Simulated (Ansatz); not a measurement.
Substrate model: Si(111) 1x1 surface, 6 top atoms, 3 bilayers, bottom bilayer H-capped and fixed, every top atom capped by Cl; cell 11.5 x 6.6 Å; about 7 Å thick over the host's atoms, 18 atoms held. Calculation: PBE-D3(BJ) (plane waves to 420 eV, PAW; Ansatz, a program for electronic structure). Sampling: 1x2x1 k points. The slab states were run without spin polarisation. A thicker slab, a larger cell or a denser mesh can move such energies by a tenth of an eV or more. Energies are static: no zero-point or thermal part. Each state was relaxed from one prepared geometry.

End state of this step: NH3 displaces the surface Cl, which leaves as HCl. Atoms near the product:

```
atom    x (Å)   y (Å)   z (Å)
------  -----  ------  ------
Si(17)  5.752   3.363   9.587
Cl(30)  3.870   0.037  11.576
Cl(31)  6.241   1.939  14.037
Cl(46)  7.682  -0.053  11.570
Cl(47)  9.529   3.325  11.586
N(a0)   5.735   3.486  11.344
H(a1)   6.159   2.388  12.792
H(a2)   6.288   4.268  11.704
H(a3)   4.791   3.567  11.733
```

Task: What energy does it take to move HCl into the gas, one a cell, with the surface relaxed behind it, and what are its closest contacts before it leaves?

Result: 0.29 eV. Its closest contacts to the rest of the cell: H(a1)...N(a0) 1.87 Å, H(a1)...H(a3) 2.09 Å, H(a1)...H(a2) 2.18 Å.
